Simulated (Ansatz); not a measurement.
Take TlBr in the CsCl type structure (space group Pm-3m, No. 221; a = 3.8395 Å) as the base. Axes: x, y, z lie along the cube axes.

Method: DFT with LDA, PAW potentials and a 420 eV plane-wave cutoff in Ansatz (a program for electronic structure), no spin-orbit coupling.

Strains are applied to the cell and any free atomic positions relax; under biaxial strain the out-of-plane vector relaxes too.

One change was made to it. Results:

```csv
quantity,base,after
energy relative to the base (free energy F),0 meV/atom,+3.6 meV/atom
electron mass,"0.12 mₑ along k, 0.19 mₑ across (at X)","0.11 mₑ along k, 0.19 mₑ across (at X)"
```

Problem. What was done to the base?
(A) biaxial strain −0.50 %, plane normal [001], relaxed out of plane
(B) biaxial strain +1.00 %, plane normal [001], relaxed out of plane
(C) biaxial strain +2.00 %, plane normal [001], relaxed out of plane

Solution. C, biaxial strain +2.00 %, plane normal [001], relaxed out of plane. For comparison, the energy relative to the base in the other runs: biaxial strain −0.50 %, plane normal [001], relaxed out of plane gives +0.2 meV/atom; biaxial strain +1.00 %, plane normal [001], relaxed out of plane gives +0.9 meV/atom.

Spin-orbit coupling, missing from the scalar runs, can matter with Tl. The levels and masses belong to the bands next to the band gap. Masses are band curvatures over ±0.01 Å⁻¹ around the edge. Along k means along the line from Γ to the band edge. No phonon test of stability was made.
